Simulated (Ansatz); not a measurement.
Structures of equal composition on the (0001) surface of hcp Ru: a layer of Sc in place of the second plane; a layer of Sc in place of the third plane. The slabs share one bottom face, and each structure is named by its start. These are constructed structures in small cells; real faces may alloy, dewet or reconstruct in larger ones, and not all known structures of the face are among them. Slabs of about 11 Å, Fermi-Dirac smearing of 0.1 eV. Bottom of the slabs: a bare face, its two planes held. Relaxed from the named starts with such symmetry as they have, on meshes of like density; energies extrapolated to zero smearing; spin only where a row says so; no spin-orbit coupling, no U. Brackets mark spin-polarised runs, whose order is one that fits the cell.

The numbers are results of PBE (plane waves to 420 eV, PAW; Ansatz, a program for electronic structure), not measurements.

### Question
Put the candidates in order of energy per 1x1 cell, lowest first, for PBE.

### Answer
a layer of Sc in place of the second plane (0.000 eV), a layer of Sc in place of the third plane (0.171 eV)
